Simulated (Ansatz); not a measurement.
**The (310) surface of fcc Al in its 1x1 cell, outermost plane spacing 0.64 Å in the ideal cut**

Calculation: r2SCAN, at the PBE geometry (plane waves to 500 eV, PAW; Ansatz, an electronic-structure program).

Slab: 17 atoms, 10.2 Å thick at the start (thin: gaps and levels are the slab's own); k 9x6x1, smearing 0.1 eV, dipole-corrected; single point; on the structure that PBE left under its start's symmetry; no spin, no spin-orbit, no U.

```
Item                                                                  Result
-----------------------------------  ---------------------------------------
surface energy (mean of both faces)                                1.16 J/m²
work function of the top face                                        4.31 eV
cost                                 about 2.2 core-minutes (a rough figure)
```
